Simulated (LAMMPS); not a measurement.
Atomistic model of a symmetric tilt boundary about [001] in Si (diamond structure), boundary plane (310) of one grain on (3-10) of the other.

Model: classical force field (static), pair style tersoff/mod/c, file Si.tersoff.modc (LAMMPS).

Starting crystal:

```
Si
1.0
    5.43356     0.00000     0.00000
    0.00000     5.43356     0.00000
    0.00000     0.00000     5.43356
Si
8
Direct
  0.00000   0.00000   0.50000
  0.25000   0.75000   0.25000
  0.00000   0.50000   0.00000
  0.25000   0.25000   0.75000
  0.50000   0.00000   0.00000
  0.75000   0.75000   0.75000
  0.50000   0.50000   0.50000
  0.75000   0.25000   0.25000
```

### Question
Predict the largest excess energy of an atom, the boundary energy (lowest found), the excess volume.

### Answer
largest excess energy of an atom: 0.16 eV; boundary energy (lowest found): 0.541 J/m²; excess volume: 0.09 Å.

Caution: the lowest energy was reached by 1 of 150 starts, so a lower structure may have been missed.
